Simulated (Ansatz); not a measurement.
Take ZrO2 in the fluorite structure (space group Fm-3m, No. 225; a = 5.0893 Å) as the base.

Structures relaxed with Ansatz (an electronic-structure program) r2SCAN, scalar-relativistic without spin-orbit coupling.

Base:

Simulated powder pattern, Cu Kα, λ = 1.54184 Å (kinematic, ideal powder, no thermal factors, no anomalous dispersion; the 8 strongest lines at most, above 2 %, up to 2θ = 90°):

```
2θ (°)  I/Imax (%)    hkl
------  ----------  -----
30.42          100  (111)
35.27           21  (200)
50.74           61  (220)
60.32           42  (311)
63.30          6.2  (222)
74.59          8.8  (400)
82.64           17  (331)
85.29          9.2  (420)
```

After one change:

Simulated powder pattern, Cu Kα, λ = 1.54184 Å (kinematic, ideal powder, no thermal factors, no anomalous dispersion; the 8 strongest lines at most, above 2 %, up to 2θ = 90°):

```csv
2θ (°),I/Imax (%)
30.46,100
35.31,21
50.80,61
60.39,41
63.38,6.2
74.69,8.8
82.76,17
85.41,9.2
```

**Question.** Name the change that was made.
A. pressure 4.5 GPa
B. pressure 15 GPa
C. pressure 2.1 GPa
D. pressure 0.9 GPa

**Answer.** D, pressure 0.9 GPa. Its volume per atom is 10.95 Å³ against 10.98 Å³, and its space group is Fm-3m (No. 225).

Load acts through the strain it causes; cell and atoms are relaxed under it. No phonon test of stability was made. Competing high-pressure phases were not computed. This is not the structure that ZrO2 has at room temperature and ambient pressure.
